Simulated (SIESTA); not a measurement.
Band structure of C (Fd-3m, 2 atoms in the cell).

```xyz
2
Lattice="0.0000 1.7554 1.7554 1.7554 0.0000 1.7554 1.7554 1.7554 0.0000" Properties=species:S:1:pos:R:3 pbc="T T T"
C      1.7554     1.7554     1.7554
C      2.6332     2.6332     2.6332
```

Method: GGA PBE, numerical atomic orbitals DZP, PseudoDojo PBE standard norm-conserving potentials (rewritten from UPF to PSML) run with SIESTA.

Settings: XC.functional = GGA; XC.authors = PBE; potentials = PseudoDojo PBE standard; PAO.BasisSize = DZP; PAO.EnergyShift = 0.01 Ry; MeshCutoff = 400 Ry; kgrid.MonkhorstPack = 13 13 13; OccupationFunction = FD; ElectronicTemperature = 580.23 K; MaxSCFIterations = 150; SCF.Mixer.Method = Pulay; SCF.Mixer.Weight = 0.1; SCF.Mixer.History = 6; SCF.DM.Tolerance = 1.0E-04.

The starting cell comes from a database of computed structures (which also holds hypothetical and non-ambient phases and stackings), without a prior relaxation at this level. Its lattice was rescaled by a random factor within 2.5 % of one. Values carry the incompleteness of an atom-centred basis.

Problem. Predict the gap along the standard path and the places of the band edges.

Solution. The gap along the path is 4.37 eV, from Γ to a point between Γ and X; the smallest direct gap on it is 5.80 eV.

Levels in eV from the top of the valence band on the path, bands 1 to 5:
```
point       1       2      3      4      5
-----  ------  ------  -----  -----  -----
Γ      -22.06    0.00   0.00   0.00   5.80
X      -13.09  -13.09  -6.57  -6.57   5.02
W      -12.23  -12.23  -8.73  -8.73  11.03
K      -13.25  -12.04  -9.76  -5.59   5.98
L      -16.06  -13.89  -2.91  -2.91   8.80
U      -13.25  -12.04  -9.76  -5.59   5.98
```

Higher empty bands are left out: an atom-centred basis made for the valence describes them poorly.
